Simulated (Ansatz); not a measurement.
Worked example: self-consistent single point of LaGe₂Pd₂ (I4mm, 5 atoms in the cell) in Ansatz (a first-principles code).

Method of the run: LDA (PW92), default PAW files made with PBE (plane waves; Ansatz).

The change in words: lattice scaled by 0.98; basis.ecutrho_ratio: default → 3. Reference geometry:
```xyz
5
Lattice="-2.1882 2.1882 5.0369 2.1882 -2.1882 5.0369 2.1882 2.1882 -5.0369" Properties=species:S:1:pos:R:3 pbc="T T T"
La     0.0000     0.0000     0.0500
Ge     0.0000     0.0000     6.2873
Ge     0.0000     0.0000     3.7864
Pd     2.1882     0.0000     2.5184
Pd     0.0000     2.1882     2.5184
```

Reference input (self-consistent single point, DFT, LDA (PW92), plane waves, default PAW files made with PBE): basis.ecutwfc = 420 eV; kpoints.mp_grid.grid = 5 5 5; hamiltonian.xc = lda; hamiltonian.pseudopotentials = {kind: paw} (the program's default PAW files); scf.occupations.method = fermi_dirac; scf.occupations.width = 0.1 eV. This run's input differs from it in these lines:

Ansatz 0.2 input:
```diff
@@ -3,5 +3,5 @@
   lattice:
-    - [-2.188196, 2.188196, 5.036884]
-    - [2.188196, -2.188196, 5.036884]
-    - [2.188196, 2.188196, -5.036884]
+    - [-2.144432, 2.144432, 4.936146]
+    - [2.144432, -2.144432, 4.936146]
+    - [2.144432, 2.144432, -4.936146]
   atoms:
@@ -14,2 +14,3 @@
   ecutwfc: 420.0 eV
+  ecutrho_ratio: 3
 kpoints:
```

Output, abridged:

```
SCF iter   1: F=—  HF=-28201.246468 eV  |F-HF|=—  |Δ(HF+E_count)|=         —  Δρ=7.67e-3  dr2=4.45e-2  ethr=1.77e-3  ⟨swp⟩=5.8  Hψ=2776  notcnv=0
all-band conjugate gradients solve this SCF's bands
preconditioner: auto → Kerker (q_TF=auto, 2.643 Å⁻¹)
SCF iter   2: F=—  HF=-28201.237129 eV  |F-HF|=—  |Δ(HF+E_count)|=   9.34e-3  Δρ=3.01e-3  dr2=5.54e-3  ethr=5.94e-5  ⟨swp⟩=2.2  Hψ=1766  notcnv=0
   [... lines left out ...]
SCF iter   5: F=—  HF=-28201.235786 eV  |F-HF|=—  |Δ(HF+E_count)|=   9.29e-5  Δρ=1.51e-4  dr2=2.16e-5  ethr=4.27e-7  ⟨swp⟩=2.0  Hψ=1406  notcnv=0
SCF iter   6: F=—  HF=-28201.235774 eV  |F-HF|=—  |Δ(HF+E_count)|=   1.23e-5  Δρ=3.28e-5  dr2=1.25e-6  ethr=2.89e-8  ⟨swp⟩=2.0  Hψ=1414  notcnv=0
SCF iter   7: F=—  HF=-28201.235774 eV  |F-HF|=—  |Δ(HF+E_count)|=   1.92e-7  Δρ=8.17e-6  dr2=1.08e-7  ethr=1.67e-9  ⟨swp⟩=2.2  Hψ=1365  notcnv=0
SCF iter   8: F=-28201.235774 eV  HF=-28201.235774 eV  |F-HF|=5.26e-9  |Δ(HF+E_count)|=   2.52e-8  Δρ=1.67e-6  dr2=5.65e-9  ethr=1.33e-10  ⟨swp⟩=6.1  Hψ=3317  notcnv=0
SCF 1 converged in 8 iterations: F = -28201.235774 eV  dr2 = 5.65e-9
Free energy (F): -28201.235774 eV
Internal energy: -28201.153945 eV  (E = F + TS)
E sigma→0 (E₀):  -28201.194859 eV
Entropy (-TS):   -0.081829 eV (-16.366 meV/atom)
Fermi energy:    15.557250 eV
--- Forces (eV/Å), atoms counted from 1 ---
  atom   1  La    -0.00000000     0.00000000    -0.31027457
  atom   2  Ge    -0.00000000    -0.00000000    -0.03854174
  atom   3  Ge     0.00000000     0.00000000     0.14289775
  atom   4  Pd     0.00000000     0.00000000     0.10296411
  atom   5  Pd     0.00000000    -0.00000000     0.10296411
--- Stress (GPa, compression-positive) ---
        2.284047      -0.000000       0.000000
       -0.000000       2.284047      -0.000000
        0.000000      -0.000000       3.084497
  P = ⅓ Tr σ = 2.5509 GPa (25.509 kbar)
  The stress holds the Pulay correction, which leaves out the density cutoff's part. Without it, at fixed plane waves, as pw.x and ABINIT print it …
settings of this run that can trade accuracy for cost: basis.ecutrho_ratio < 4. Do not mix this run's numbers with those of runs without the same settings …
```

The run converged in 8 iterations. Against the reference run the free energy goes down by 11.0 meV/atom, the pressure goes from -5.10 to 2.55 GPa and the largest force goes from 0.257 to 0.310 eV/Å. The full log also holds: “WARN basis.ecutrho_ratio = 3 (ecutrho = 1260 eV) is below the records' recommended cutoff”.

The starting cell comes from a database of computed structures (which also holds hypothetical and non-ambient phases and stackings), without a prior relaxation at this level. Its lattice was rescaled by up to half a per cent. One atom was moved a little off its site on purpose. For this run, on top of that: lattice scaled by 0.98. Spin polarisation is off. Ansatz's pressure includes its estimate of the finite-basis (Pulay) stress. The cutoff lies below the one recommended for these files.
